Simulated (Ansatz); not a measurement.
A computed series for hypothetical I4_132 Ge: pressure series

Base system: Ge (space group I4_132, No. 214; a = 6.922 Å; a hypothetical phase, not in the database extracts checked).

Cell and atoms are relaxed at each pressure.

Computed with PBE (Ansatz, an electronic-structure program, PAW, scalar-relativistic without spin-orbit coupling).

Notes on the quantities. enthalpy: H = E + PV relative to the base's energy.

```tsv
case	enthalpy	shortest interatomic distance
base	–	2.447 Å
pressure −2 GPa	-0.55 eV/atom	2.548 Å
pressure −1 GPa	-0.26 eV/atom	2.489 Å
pressure 0.3 GPa	+0.08 eV/atom	2.436 Å
pressure 0.7 GPa	+0.18 eV/atom	2.423 Å
pressure 1.5 GPa	+0.38 eV/atom	2.399 Å
pressure 3 GPa	+0.73 eV/atom	2.363 Å
pressure 5 GPa	+1.19 eV/atom	2.324 Å
pressure 7.5 GPa	+1.73 eV/atom	2.286 Å
pressure 10 GPa	+2.24 eV/atom	2.253 Å
```

Load acts through the strain it causes; cell and atoms are relaxed under it. No phonon test of stability was made. Competing high-pressure phases were not computed.
